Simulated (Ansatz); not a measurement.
**What isotropic strain −0.93 % does to ZrB2**

The parent structure is ZrB2 (space group P6/mmm, No. 191; a = 3.1714 Å, c = 3.5418 Å; relaxed with 0.1 eV smearing).

The change: the cell is scaled by 0.9907 in all directions, atoms relaxed at fixed cell.

All numbers come from PBE in Ansatz (plane waves to 420 eV, PAW, scalar-relativistic without spin-orbit coupling). Settings: 21×21×16 k-points, 0.1 eV Fermi–Dirac smearing.

* **Volume per atom**: 10.00 Å³ (base 10.28 Å³)
* **Space group**: P6/mmm (No. 191) (base P6/mmm (No. 191))
* **Energy relative to the base (free energy F)**: +6.1 meV/atom
* **Pressure (mean of the normal stresses, compression positive)**: 7.1 GPa (base 0.0 GPa)
* **Band gap**: zero (base zero)

Cost of the whole job for the changed cell (relaxation, final SCF and bands): about 22 core-seconds (a rough figure).

Stability against distortions was not tested. The final runs are not spin-polarised.

Ansatz is a quantum-chemistry and plane-wave program.
